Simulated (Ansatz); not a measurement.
hypothetical cubic perovskite RbZnCl3 with two functionals, Rb → Y

Start from RbZnCl$_{3}$ in the cubic perovskite structure (space group Pm-3m, No. 221; a = 5.0077 Å; a hypothetical phase, not in the database extracts checked).

(Cell as relaxed with PBE.)

Levels (all Ansatz, a quantum-chemistry and plane-wave program, PAW): PBE (420 eV, no spin-orbit coupling); r2SCAN (500 eV, no spin-orbit coupling).

Each level relaxes its own structure.

```csv
base,PBE,r2SCAN
volume per atom,25.12 Å³,24.10 Å³
lattice parameter a,5.008 Å,4.939 Å
band gap,1.39 eV,2.19 eV
```

One thing is altered: every Rb is replaced by Y, then cell and atoms are relaxed.

| quantity | PBE | r2SCAN |
|---|---|---|
| largest site moment | 0.84 μB | ? |
| lattice parameter a | 4.933 Å | ? |
| band gap | zero | ? |

What does r2SCAN give?


- largest site moment, r2SCAN: 0.96 μB
- lattice parameter a, r2SCAN: 4.883 Å
- band gap, r2SCAN: zero

PBE's largest site moment lies 0.12 μB below r2SCAN's; PBE's lattice parameter a lies 0.050 Å above r2SCAN's (1.0 %); the two agree on the band gap. Neither level is exact; r2SCAN is the comparison here, not a measurement.

Other magnetic orders, which the real material may have, were not ruled out. No phonon test of stability was made. As relaxed here, YZnCl3 is a hypothetical phase, not in the database extracts checked. Many cubic perovskites are stable only at high temperature; tilts and polar distortions were not tested.
